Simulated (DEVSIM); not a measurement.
Device: illuminated Si p-on-n cell, one wavelength, at 300 K.

```csv
layer (left to right),material,thickness (μm),Nd (cm⁻³),Na (cm⁻³),τn (s),τp (s),absorption coefficient (cm⁻¹)
1,Si,0.890,-,9.3e18,5.3e-9,8e-8,2200
2,Si,96.0,7.9e15,-,2.1e-7,2.1e-7,2200
```

Left contact: ohmic, minority electron recombination velocity 40000 cm/s. Right contact: ohmic, minority hole recombination velocity 30 cm/s. Voltage is applied to the left contact. Recombination: SRH at mid-gap, radiative, Auger. Gap narrowing is on: ΔEg = 6.92 meV × (l + √(l² + 0.5)), l = ln(N/1.3e17 cm⁻³), shared equally by both band edges. Light enters at the left, 1.7e17 photons cm⁻² s⁻¹, one pass, no reflection. Mobility is μmin + (μ − μmin)/(1 + (N/Nref)^α).

The device is made up for the run: typed textbook-type constants, with dimensions and the other settings drawn at random. Values at 300 K.

```tsv
parameter	Si
gap (eV)	1.124
affinity (eV)	4.05
permittivity	11.7
Nc (cm⁻³)	2.86e19
Nv (cm⁻³)	3.1e19
μn (cm²/Vs)	1417
μp (cm²/Vs)	470
μn,min	52
μp,min	45
Nref,n	9.7e16
Nref,p	2.2e17
αn	0.68
αp	0.72
B (cm³/s)	4.7e-15
Cn (cm⁶/s)	2.8e-31
Cp (cm⁶/s)	9.9e-32
```

Model (solved in DEVSIM): 1D drift-diffusion, Boltzmann statistics, complete ionisation; no tunnelling, impact ionisation, image-force lowering or self-heating.

The photon flux was swept, all else fixed.

```tsv
photon flux (cm^-2 s^-1)	largest power (mW/cm²)	fill factor	short-circuit current (mA/cm²)	open-circuit voltage (V)
5.1e15	0.209	0.76	0.624	0.443
1.7e16	0.771	0.78	2.08	0.476
5.1e16	2.49	0.79	6.24	0.506
1.7e17	8.98	0.80	20.8	0.538
5.1e17	28.6	0.81	[?]	[?]
1.7e18	102	0.82	208	0.598
5.1e18	321	0.82	626	0.628
```

Fill in the missing entries.


- 5.1e17, short-circuit current (mA/cm²): 62.5
- 5.1e17, open-circuit voltage (V): 0.567
